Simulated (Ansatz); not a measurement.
# CaF2: pressure series

The parent structure is CaF$_{2}$ in the fluorite structure (space group Fm-3m, No. 225).

```
CaF2
1.0
    0.00000     2.75551     2.75551
    2.75551     0.00000     2.75551
    2.75551     2.75551     0.00000
Ca F
1 2
Direct
  0.00000   0.00000   0.00000
  0.25000   0.25000   0.25000
  0.75000   0.75000   0.75000
```

Cell and atoms are relaxed at each pressure.

Method: PBE (Ansatz, a first-principles code; PAW; 420 eV plane waves; no spin-orbit coupling), earlier PAW set.

| P (GPa) | V (Å³/atom) |
|---|---|
| -2.00 | 14.336 |
| -1.00 | 14.134 |
| 3.00 | 13.459 |
| 7.00 | 12.925 |
| 15.00 | 12.112 |
| 30.00 | 11.074 |
| 50.00 | 10.159 |
| 75.00 | 9.377 |
| 100.00 | 8.805 |

**Question.** Fit a third-order Birch–Murnaghan equation of state.

**Answer.** Least squares on P(V) = (3B₀/2)[(V₀/V)^(7/3) − (V₀/V)^(5/3)]·[1 + (3/4)(B₀′ − 4)((V₀/V)^(2/3) − 1)] gives V₀ = 13.95 Å³/atom, B₀ = 78 GPa and B₀′ = 4.4.

Between the base and pressure 7 GPa the gap moves from 7.14 eV to 7.60 eV, a mean slope of 65 meV/GPa.

Load acts through the strain it causes; cell and atoms are relaxed under it. Stability against distortions was not tested. No other phases were tried under pressure.
